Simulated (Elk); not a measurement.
Input and output of a self-consistent single point for Na₃Tl (Pm-3m, 4 atoms in the cell) (Elk).

Level of theory: LDA (PW92), all-electron FP-LAPW, Elk's shipped species files, LAPW+lo basis in Elk 10.2.4.

```yaml
crystal:
  lattice:
    - [4.90923, 0.00000, 0.00000]
    - [0.00000, 4.90923, 0.00000]
    - [0.00000, 0.00000, 4.90923]
  atoms:
    - { symbol: Na, position: [0.00000, 0.50000, 0.50000] }
    - { symbol: Na, position: [0.50000, 0.00000, 0.50000] }
    - { symbol: Na, position: [0.50000, 0.50000, 0.00000] }
    - { symbol: Tl, position: [0.00000, 0.00000, 0.00000] }
```

Reference input (self-consistent single point, DFT, LDA (PW92), all-electron FP-LAPW, Elk's shipped species files, LAPW+lo basis): rgkmax = 8; stype = 0; swidth = 0.00183747 Ha; ngridk = 5 5 5; vkloff = 0.5 0.5 0.5; gmaxvr = 16 1/bohr; nxoapwlo = 1; maxscl = 100. This run's input differs from it in these lines:

```diff
@@ -41,3 +41,3 @@
 ngridk
-  5 5 5
+  8 8 8
```

Log, with long lists cut:

```
│ Self-consistent loop started │
│ Loop number : 1 │
 total energy                :     -20758.1867179
│ Loop number : 2 │
 total energy                :     -20758.3662452
RMS change in Kohn-Sham potential (target) :   0.6523753483E-01 (  0.1000000000E-05)
Absolute change in total energy (target)   :   0.1795273036     (  0.1000000000E-03)
│ Loop number : 3 │
 total energy                :     -20759.5449459
RMS change in Kohn-Sham potential (target) :   0.5303380346E-01 (  0.1000000000E-05)
Absolute change in total energy (target)   :    1.223582510     (  0.1000000000E-03)
│ Loop number : 4 │
   [... lines left out ...]
Absolute change in total energy (target)   :   0.1411282617E-02 (  0.1000000000E-03)
│ Loop number : 12 │
 total energy                :     -20762.6908832
RMS change in Kohn-Sham potential (target) :   0.6124675084E-06 (  0.1000000000E-05)
Absolute change in total energy (target)   :   0.2265032526E-03 (  0.1000000000E-03)
│ Loop number : 13 │
 total energy                :     -20762.6909075
RMS change in Kohn-Sham potential (target) :   0.1466644937E-06 (  0.1000000000E-05)
Absolute change in total energy (target)   :   0.8091665950E-04 (  0.1000000000E-03)
Convergence targets achieved

│ Loop number : 14 │

Energies :
 Fermi                       :     0.701956227812E-01
 total energy                :     -20762.6909154

Density of states at Fermi energy :    63.89568938
 (states/Hartree/unit cell)

Estimated indirect band gap :   0.4851052183E-02
 from k-point      7 to k-point     16
Estimated direct band gap   :   0.1876399040E-01
 at k-point     19

Charges :
 core                        :    68.00000000
 valence                     :    46.00000000
 interstitial                :    4.213072369
 muffin-tins (core leakage)
  species :    1 (Na)
   atom    1                 :    10.06047004     (   0.000000000    )
   atom    2                 :    10.06047004     (   0.000000000    )
   atom    3                 :    10.06047004     (   0.000000000    )
  species :    2 (Tl)
   atom    1                 :    79.60551752     (  0.3666462096E-04)
 total in muffin-tins        :    109.7869276
 total calculated charge     :    113.9981275
 total charge                :    114.0000000
 error                       :   0.1872457814E-02

│ Self-consistent loop stopped │
```

The run converged in 14 iterations. The count includes the last loop, which Elk runs after its targets are met. Against the reference run the total energy goes up by 5.4 meV/atom.

The starting cell comes from a database of computed structures (which also holds hypothetical and non-ambient phases and stackings), without a prior relaxation at this level. Spin-orbit coupling is off. Values depend on the basis (sphere radii, cutoffs, local orbitals), which need not be converged. The log's line on a gap gives a spacing of levels on this mesh, which the program prints for metals too.

Cost on one core of a shared machine: roughly 2 min.
